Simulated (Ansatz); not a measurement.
Base system: Ta in the bcc (W type) structure (space group Im-3m, No. 229; a = 3.2823 Å; relaxed with 0.1 eV smearing). Axes: x, y, z lie along the cube axes.

Calculations: plane-wave PAW DFT at the PBEsol level (Ansatz, a program for electronic structure, 420 eV), spin-orbit coupling left out.

Base values:

The pressure comes out as 0.0 GPa and the shortest interatomic distance comes out as 2.843 Å.

One thing is altered: uniaxial strain ε_zz = +0.50 %, all other strain components held at zero, atoms relaxed at fixed cell.

Problem. How does this affect the pressure?

Solution. The pressure (mean of the normal stresses, compression positive) goes from zero to -1.0 GPa.

Problem. What does the calculation give for the energy relative to the base after the change?

Solution. The energy grows by 0.4 meV/atom.

Problem. How does this affect the shortest interatomic distance?

Solution. The shortest interatomic distance rises by 0.0047 Å, from 2.843 Å to 2.847 Å.

No phonon test of stability was made. The final runs are not spin-polarised.
